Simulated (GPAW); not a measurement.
## A series of runs on VBiO4 (I4_1/a, 12 atoms in the cell)

```yaml
crystal:
  lattice:
    - [-2.56106, 2.56106, 5.79606]
    - [2.56106, -2.56106, 5.79606]
    - [2.56106, 2.56106, -5.79606]
  atoms:
    - { symbol: V, position: [0.50000, 0.50000, 0.00000] }
    - { symbol: V, position: [0.25000, 0.75000, 0.50000] }
    - { symbol: Bi, position: [0.00000, 0.00000, 0.00000] }
    - { symbol: Bi, position: [0.75000, 0.25000, 0.50000] }
    - { symbol: O, position: [0.17085, 0.56190, 0.89101] }
    - { symbol: O, position: [0.31190, 0.92089, 0.89105] }
    - { symbol: O, position: [0.67089, 0.27984, 0.10899] }
    - { symbol: O, position: [0.02984, 0.42085, 0.10895] }
    - { symbol: O, position: [0.57915, 0.68810, 0.60899] }
    - { symbol: O, position: [0.43810, 0.32911, 0.60895] }
    - { symbol: O, position: [0.07911, 0.97016, 0.39101] }
    - { symbol: O, position: [0.72016, 0.82915, 0.39105] }
```

Base run A: PBE, LCAO dzp, GPAW PAW datasets PBE (gpaw-data 1.0.1) (GPAW), self-consistent single point.

Its settings: mode = lcao; h = 0.2 Å; basis = dzp; xc = PBE; kpts = 4 4 4; mesh shift (steps) = 0 0 0; occupations.name = fermi-dirac; occupations.width = 0 eV; convergence.forces = 0.001 eV/Å; symmetry.symmorphic = false; symmetry.tolerance = 0.0005; maxiter = 100.

The starting cell comes from a database of computed structures (which also holds hypothetical and non-ambient phases and stackings), without a prior relaxation at this level. Spin-orbit coupling is off. Values carry the incompleteness of an atom-centred basis.

ΔF is the free energy per atom less that of run A. 

Runs:
- B: parallel starting moments (0.1 0.1 0 0 0 0 0 0 0 0 0 0 μB); occupations.width: 0 eV → 0.02 eV; spinpol: default → true
- C: parallel starting moments (0.5 0.5 0 0 0 0 0 0 0 0 0 0 μB); occupations.width: 0 eV → 0.02 eV; spinpol: default → true
- D: parallel starting moments (2 2 0 0 0 0 0 0 0 0 0 0 μB); occupations.width: 0 eV → 0.02 eV; spinpol: default → true
- E: parallel starting moments (3 3 0 0 0 0 0 0 0 0 0 0 μB); occupations.width: 0 eV → 0.02 eV; spinpol: default → true
- F: opposed starting moments (2 -2 0 0 0 0 0 0 0 0 0 0 μB); occupations.width: 0 eV → 0.02 eV; spinpol: default → true

| run | ΔF (meV/atom) | largest force (eV/Å) | gap on the mesh (eV) |
|---|---|---|---|
| A | 0.00 | 0.753 | 2.111 |
| B | 0.00 | 0.753 | 2.111 |
| C | 0.00 | 0.753 | 2.111 |
| D | 0.00 | 0.751 | 2.111 |
| E | 0.00 | 0.758 | 2.111 |
| F | 0.00 | 0.752 | 2.111 |
